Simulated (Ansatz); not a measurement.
Worked example: relaxation of the atoms of Li3YBi2 (P3m1, 6 atoms in the cell) in Ansatz (a first-principles code).

Level of theory: LDA (PW92), default PAW files made with PBE (plane waves; Ansatz).

The change in words: one atom moved by 0.15 angstrom; relax: default → atoms; relax.f_tol: default → 0.2 eV/Å. Reference geometry:
```
CELL_PARAMETERS angstrom
      4.61481     0.00000     0.00000
     -2.30741     3.99654     0.00000
      0.00000     0.00000     7.28770
ATOMIC_POSITIONS crystal
  Li 0.66667 0.33333 0.35094
  Li 0.33333 0.66667 0.64906
  Li 0.00000 0.00000 0.50000
  Y  0.00000 0.00000 0.00000
  Bi 0.66667 0.33333 0.75259
  Bi 0.33333 0.66667 0.24741
```

Reference input (self-consistent single point, DFT, LDA (PW92), plane waves, default PAW files made with PBE): basis.ecutwfc = 30.9 Ry; kpoints.mp_grid.grid = 8 8 5; hamiltonian.xc = lda; hamiltonian.pseudopotentials = {kind: paw} (the program's default PAW files); scf.occupations.method = gaussian; scf.occupations.width = 0.0073 Ry. This run's input differs from it in these lines:

```diff
@@ -7,3 +7,3 @@
   atoms:
-    - { symbol: Li, position: [0.666667, 0.333333, 0.350940] }
+    - { symbol: Li, position: [0.666667, 0.333333, 0.371523] }
     - { symbol: Li, position: [0.333333, 0.666667, 0.649060] }
@@ -22,2 +22,4 @@
   occupations: { method: gaussian, width: 0.0073 Ry }
+relax:
+  f_tol: 0.2
 output:
```

Output (repeated stretches shortened):

```
   [... SCF lines of the steps left out ...]
relax step   1: F+E_penalty+E_count = -28526.71587594 eV  Δ(F+E_penalty+E_count) = +0.000e0 eV  max|allowed force component| = 3.206e-1 eV/Å  Δτ_max = 0.0000 Å  (6 SCF iters, dr2 threshold 1.00e-4 eV, accepted)
relax step   2: F+E_penalty+E_count = -28526.72232072 eV  Δ(F+E_penalty+E_count) = -6.445e-3 eV  max|allowed force component| = 2.982e-1 eV/Å  Δτ_max = 0.1954 Å  (8 SCF iters, accepted)
relax step   3: F+E_penalty+E_count = -28526.72674749 eV  Δ(F+E_penalty+E_count) = -4.427e-3 eV  max|allowed force component| = 1.785e-1 eV/Å  Δτ_max = 0.0958 Å  (8 SCF iters, accepted)
the relaxation is at rest under the 6 symmetry operations that the run kept from its start: a minimum is not shown …
Free energy (F): -28526.726747 eV
Internal energy: -28526.723796 eV  (E = F + TS)
E sigma→0 (E₀):  -28526.725272 eV
Entropy (-TS):   -0.002952 eV (-0.492 meV/atom)
Fermi energy:    8.424811 eV
--- Forces (eV/Å), atoms counted from 1 ---
  atom   1  Li     0.00000000     0.00000000     0.11387574
  atom   2  Li     0.00000000    -0.00000000    -0.07778218
  atom   3  Li     0.00000000    -0.00000000     0.02453954
  atom   4  Y      0.00000000    -0.00000000    -0.06887624
  atom   5  Bi     0.00000000    -0.00000000     0.17852796
  atom   6  Bi    -0.00000000     0.00000000    -0.17024632
   [... lines left out ...]
    - { symbol: Li, position: [7.101645129085005e-20, 1.420329025816998e-19, 0.5021047188631755] }
    - { symbol: Y, position: [1.6315372646113551e-19, 3.2630745292227074e-19, 0.004835396861408278] }
    - { symbol: Bi, position: [0.6666666666666666, 0.33333333333333326, 0.7536049155354856] }
    - { symbol: Bi, position: [0.33333333333333326, 0.6666666666666665, 0.2547689882152427] }
```

The run converged.  The full log also holds: “iter 5 did not close the SCF: its close was put off for the readings that it lacked (scf_convergence_deferred on its scf_iter line)”.

Summary of the result:
```
Quantity                                                 Result
-----------------------------------------------  --------------
Free energy E − TS (on the zero of these files)  -28526.7267 eV
Fermi level (on the code's own zero)                    8.42 eV
Pressure                                              -2.52 GPa
Largest force (vector length)                        0.179 eV/Å
Relaxation steps                                              3
```

The starting cell comes from a database of computed structures (which also holds hypothetical and non-ambient phases and stackings), without a prior relaxation at this level. Its lattice was rescaled by up to half a per cent. For this run, on top of that: one atom moved by 0.15 angstrom. The relaxation keeps the symmetry of its start, so its end need not be a minimum. Ansatz's pressure includes its estimate of the finite-basis (Pulay) stress.

Cost on one core of a shared machine: roughly 40 s.

Keys are those of Ansatz 0.2.
